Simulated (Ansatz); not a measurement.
Base system: HfO$_{2}$ (space group Pca2_1, No. 29; a = 5.247 Å, b = 5.030 Å, c = 5.059 Å).

Structures relaxed with r2SCAN (Ansatz, an electronic-structure program), no SOC.

Base:

Simulated powder pattern, Cu Kα1, λ = 1.54056 Å (kinematic, ideal powder, no thermal factors, no anomalous dispersion; the 8 strongest lines at most, above 2 %, up to 2θ = 90°):

```csv
2θ (°),I/Imax (%),hkl
30.27,100,(111)
34.15,13,(200)
35.45,15,(002)
50.05,14,(202)
50.21,13,(220)
51.17,15,(022)
60.48,16,(113)
60.76,15,(131)
```

After one change:

Simulated powder pattern, Cu Kα1, λ = 1.54056 Å (kinematic, ideal powder, no thermal factors, no anomalous dispersion; the 8 strongest lines at most, above 2 %, up to 2θ = 90°):

| 2θ (°) | I/Imax (%) |
|---|---|
| 30.18 | 100 |
| 34.03 | 13 |
| 35.34 | 14 |
| 49.87 | 14 |
| 50.05 | 13 |
| 51.01 | 15 |
| 60.27 | 16 |
| 60.57 | 15 |

Problem. Which change produced these results?
(A) pressure −2 GPa
(B) pressure 30 GPa
(C) pressure 1.8 GPa
(D) pressure 45 GPa

Solution. A, pressure −2 GPa. Its volume per atom is 11.23 Å³ against 11.13 Å³, and its space group is Pca2_1 (No. 29).

Load acts through the strain it causes; cell and atoms are relaxed under it. Stability against distortions was not tested. No other phases were tried under pressure. Along this pressure series the structure jumps between pressure 30 GPa and pressure 45 GPa; cells beyond that are another form of it. This is not the structure that HfO2 has at room temperature and ambient pressure.
